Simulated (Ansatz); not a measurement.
Consider ZrO$_{2}$ in the fluorite structure (space group Fm-3m, No. 225; a = 5.089 Å). Axes: x, y, z lie along the cube axes.

All numbers come from plane-wave PAW DFT at the r2SCAN level (Ansatz, a first-principles code, 500 eV), scalar-relativistic without spin-orbit coupling, earlier PAW set.

Now apply this change: the symmetric strain tensor [-0.0076 -0.0008 0.0014; -0.0008 -0.0008 -0.0042; 0.0014 -0.0042 -0.0066]; the atoms relax in the strained cell.

### Question
Predict the new stress.

### Answer
The stress (xx, yy, zz, yz, xz, xy; compression positive) amounts to (5.22, 2.01, 4.75, 0.63, -0.21, 0.12) GPa.

### Question
How does this affect the electron mass?

### Answer
The electron mass comes out as 1.3 mₑ along x, 0.51 mₑ along y, 1.1 mₑ along z (at Γ).

### Question
Predict the new energy relative to the base.

### Answer
The energy increases by 2.6 meV/atom.

The levels and masses belong to the bands next to the band gap. Effective masses come from finite differences of ±0.01 Å⁻¹. Whether these cells are dynamically stable was not tested. This is not the structure that ZrO2 has at room temperature and ambient pressure.
